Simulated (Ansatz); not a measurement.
# Ta: biaxial strain +1.50 %, plane normal [001], relaxed out of plane

The reference is Ta in the bcc (W type) structure (space group Im-3m, No. 229; a = 3.2823 Å; relaxed with 0.1 eV smearing). Axes: x, y, z lie along the cube axes.

One thing is altered: tensile biaxial strain of 1.50 % in the plane normal to [001], as in epitaxy on a mismatched substrate; the out-of-plane cell vector and the atoms relax.

Calculations: PBEsol/PAW in Ansatz (a first-principles code), no spin-orbit coupling. Settings: 28×28×28 k-points, 0.1 eV Fermi–Dirac smearing.

- Volume per atom: 17.90 Å³ (base 17.68 Å³)
- Space group: I4/mmm (No. 139) (base Im-3m (No. 229))
- Energy relative to the base (free energy F): +6.0 meV/atom
- Band gap: zero (base zero)
- Out-of-plane strain: -1.76 %
- Ratio −ε⊥/ε∥: 1.17

No phonon test of stability was made. The final runs are not spin-polarised.
